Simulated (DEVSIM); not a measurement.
System: Au/SiON/p-Ge capacitor, at 300 K.

```
layer (left to right)  material  thickness (nm)  Na (cm⁻³)
---------------------  --------  --------------  ---------
1                          SiON            12.0          -
2                            Ge             370     2.6e18
```

Metal gate on the left, work function 5.1 eV. Fixed charge at the semiconductor interface 1.4e11 cm⁻² (in units of +e); interface traps 1e12 cm⁻² eV⁻¹, uniform in energy, neutral level at 0.5 of the gap above the valence band.

The device is made up for the run: typed textbook-type constants, with dimensions and the other settings drawn at random. Values at 300 K.

| parameter | SiON | Ge |
|---|---|---|
| gap (eV) | 7 | 0.664 |
| affinity (eV) | 1.4 | 4 |
| permittivity | 5.5 | 16 |
| Nc (cm⁻³) | - | 1.04e19 |
| Nv (cm⁻³) | - | 6e18 |

Model (solved in DEVSIM): 1D Poisson equation in equilibrium, Boltzmann statistics, complete ionisation; no quantum confinement or tunnelling. Metal contacts follow the ideal Schottky-Mott rule: no Fermi-level pinning, no interface dipoles.

Tabulate band edges, carrier densities and field at 1.8 V on the gate.

Energies count from the Fermi level of the right contact; mesh points crowd at the junctions.

| x (μm) | Ec (eV) | Ev (eV) | n (cm⁻³) | p (cm⁻³) | field (V/cm) |
|---|---|---|---|---|---|
| 0.000 | 1.900 | -5.100 | < 1e2 | < 1e2 | 930000 |
| 0.0009164 | 1.985 | -5.015 | < 1e2 | < 1e2 | 930000 |
| 0.002519 | 2.134 | -4.866 | < 1e2 | < 1e2 | 930000 |
| 0.005027 | 2.367 | -4.633 | < 1e2 | < 1e2 | 930000 |
| 0.009008 | 2.737 | -4.263 | < 1e2 | < 1e2 | 930000 |
| 0.01073 | 2.897 | -4.103 | < 1e2 | < 1e2 | 930000 |
| 0.01183 | 2.999 | -4.001 | < 1e2 | < 1e2 | 930000 |
| 0.01305 | 0.449 | -0.215 | 3.0e11 | 1.5e15 | 310000 |
| 0.01503 | 0.506 | -0.158 | 3.3e10 | 1.3e16 | 260000 |
| 0.01853 | 0.577 | -0.087 | 2.1e9 | 2.1e17 | 160000 |
| 0.02544 | 0.633 | -0.031 | 2.4e8 | 1.8e18 | 29000 |
| 0.04361 | 0.642 | -0.022 | 1.7e8 | 2.6e18 | 72 |
| 0.07300 | 0.642 | -0.022 | 1.7e8 | 2.6e18 | ≈ 0 |
| 0.1248 | 0.642 | -0.022 | 1.7e8 | 2.6e18 | ≈ 0 |
| 0.2502 | 0.642 | -0.022 | 1.7e8 | 2.6e18 | ≈ 0 |
| 0.3107 | 0.642 | -0.022 | 1.7e8 | 2.6e18 | ≈ 0 |
| 0.3449 | 0.642 | -0.022 | 1.7e8 | 2.6e18 | ≈ 0 |
| 0.3623 | 0.642 | -0.022 | 1.7e8 | 2.6e18 | ≈ 0 |
| 0.3742 | 0.642 | -0.022 | 1.7e8 | 2.6e18 | ≈ 0 |
| 0.3783 | 0.642 | -0.022 | 1.7e8 | 2.6e18 | ≈ 0 |
| 0.3805 | 0.642 | -0.022 | 1.7e8 | 2.6e18 | ≈ 0 |
| 0.3820 | 0.642 | -0.022 | 1.7e8 | 2.6e18 | ≈ 0 |
